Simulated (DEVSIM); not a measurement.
System: abrupt Si p-n junction, at 300 K.

Layer 1 from the left is Si, thickness (μm) 10.0, Na (cm⁻³) 5.8e15, τn (s) 1.7e-7, τp (s) 1.7e-7. Layer 2 from the left is Si, thickness (μm) 11.0, Nd (cm⁻³) 1.3e15, τn (s) 1.7e-7, τp (s) 1.7e-7.

Left contact: ohmic. Right contact: ohmic. Voltage is applied to the left contact. Recombination: SRH at mid-gap, radiative. Mobility is μmin + (μ − μmin)/(1 + (N/Nref)^α).

Constants are typed, rounded textbook-type inputs, not results; the design itself was drawn at random and stands for no fabricated device. Values at 300 K.

Si: gap (eV) 1.124, affinity (eV) 4.05, permittivity 11.7, Nc (cm⁻³) 2.86e19, Nv (cm⁻³) 3.1e19, μn (cm²/Vs) 1417, μp (cm²/Vs) 470, μn,min 52, μp,min 45, Nref,n 9.7e16, Nref,p 2.2e17, αn 0.68, αp 0.72, B (cm³/s) 4.7e-15.

Task: Estimate by hand the built-in potential, the peak field at zero bias, the capacitance at -6 V, and compare with a numerical solution.

Result: 
- Built-in potential: ni = √(Nc Nv) exp(−Eg/2kT) = 1.08e10 cm⁻³ with Eg = 1.124 eV; Vbi = kT/q ln(Na Nd/ni²) = 0.644 V; numerical 0.644 V.
- Peak field at zero bias: depletion approximation: W = √(2εVbi/(qN)) = 0.885 μm with N = 1.06e15 cm⁻³; field = 2Vbi/W = 14500 V/cm; numerical 14000 V/cm (estimate above by 4.2 %).
- Capacitance at -6 V: C = √(qεN / 2(Vbi + |V|)) = 3.64 nF/cm²; numerical 3.66 nF/cm².

Simulated with DEVSIM: 1D drift-diffusion, Boltzmann statistics, complete ionisation; no tunnelling, impact ionisation, image-force lowering or self-heating.
